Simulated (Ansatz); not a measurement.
A computed series for TiAl3: pressure series

Consider TiAl₃ (space group I4/mmm, No. 139; a = 3.8459 Å, c = 8.6199 Å).

Cell and atoms are relaxed at each pressure.

Levels (all Ansatz, an electronic-structure program, PAW): PBE (420 eV, no spin-orbit coupling); r2SCAN (500 eV, without spin-orbit coupling).

The base cell above is that of PBE; each level relaxes its own structures.

| case | shortest interatomic distance, PBE | shortest interatomic distance, r2SCAN |
|---|---|---|
| pressure −2 GPa | 2.737 Å | 2.720 Å |
| pressure −1 GPa | 2.728 Å | 2.712 Å |
| pressure 0.3 GPa | 2.717 Å | 2.702 Å |
| pressure 0.7 GPa | 2.714 Å | 2.699 Å |
| pressure 1.5 GPa | 2.707 Å | 2.693 Å |
| pressure 3 GPa | 2.696 Å | 2.682 Å |
| pressure 5 GPa | 2.682 Å | 2.669 Å |
| pressure 7.5 GPa | 2.665 Å | 2.653 Å |
| pressure 10 GPa | 2.649 Å | 2.639 Å |

PBE lies above r2SCAN in every row, by 0.010 Å to 0.017 Å. They put the cases in the same order.

Load acts through the strain it causes; cell and atoms are relaxed under it. Stability against distortions was not tested. Competing high-pressure phases were not computed. All final runs are without spin polarisation.
